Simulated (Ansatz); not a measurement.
BaAl4 (I4/mmm, No. 139) was calculated with rVV10 in Ansatz (PAW).

Numerical settings: plane-wave cutoff 520 eV, 18×18×18 k mesh, Fermi–Dirac smearing 0.05 eV, scalar-relativistic PAW data made under PBE.

Properties against volume:

Shape and atoms are relaxed at each volume.

```csv
V (Å³/atom),P (GPa),c (Å),a (Å)
22.785,2.24,11.203,4.510
23.260,1.06,11.263,4.544
23.735,0.00,11.323,4.578
24.210,-0.95,11.384,4.612
24.684,-1.80,11.443,4.644
```

Note: the bulk modulus comes from volumes at which shape and atoms were relaxed.

Ansatz is a program for electronic structure.
